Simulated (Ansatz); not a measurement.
**Defect calculation: V_Ni in MnP-type NiSi**

Method: PBE, PAW (plane waves to 420 eV; Ansatz, a quantum-chemistry and plane-wave program). Cell and caveats: 96-site cell; 4×4×4 shifted k-points; start: the Ni site; no Hubbard U; not converged in cell size; the relaxation kept the symmetry of the starting site; flagged in the runs: a host that isn't quite at rest in this cell.

Neighbours after relaxation, in Å: of the emptied site: Si 2.11, Si 2.21, Si 2.21, Si 2.27, Si 2.35, Si 2.35.

Formation energies E_f are those of the neutral cell. Chemical conditions: Ni-richest allowed (Δμ(Ni) = -0.63 eV, bounded by SiNi2 (Pnma); only phases computed here count, gases as isolated molecules at 0 K); Si-richest allowed (Δμ(Ni) = -0.95 eV, bounded by fluorite-type NiSi2; only phases computed here count, gases as isolated molecules at 0 K). Reference phases: Ni: fcc Ni, ferromagnetic.

```json
[
 {"charge": "0", "moment (μB)": "not spin-polarised", "largest move off a lattice site (Å)": "0.18", "E_f, Ni-richest allowed (eV)": "1.32", "E_f, Si-richest allowed (eV)": "1.01"}
]
```

Flagged in the runs: a host that isn't quite at rest in this cell.

All states together cost about 3 core-hours (a rough figure).
